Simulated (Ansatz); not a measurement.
Take W2C (space group P-3m1, No. 164; a = 3.008 Å, c = 4.625 Å; relaxed with 0.1 eV smearing) as the base. Axes: x lies along a and z along c of the hexagonal cell.

Computed with PBEsol-D3(BJ), PAW, 420 eV (Ansatz, a program for electronic structure; no SOC).

Strains are applied to the cell and any free atomic positions relax; under biaxial strain the out-of-plane vector relaxes too.

One change was made to it. Results:

The pressure (mean of the normal stresses, compression positive) goes from zero to -2.7 GPa; the shortest interatomic distance grows by 0.004 Å to 2.105 Å.

Q: What was done to the base?
A. biaxial strain +0.90 %, plane normal [001], relaxed out of plane
B. biaxial strain −0.85 %, plane normal [001], relaxed out of plane
C. uniaxial strain ε_zz = +2.82 %
D. uniaxial strain ε_yy = −1.29 %

A: A, biaxial strain +0.90 %, plane normal [001], relaxed out of plane. For comparison, the pressure in the other runs: uniaxial strain ε_yy = −1.29 % gives 4.5 GPa; uniaxial strain ε_zz = +2.82 % gives -9.9 GPa; biaxial strain −0.85 %, plane normal [001], relaxed out of plane gives 2.5 GPa.

Stability against distortions was not tested. The final runs are not spin-polarised.
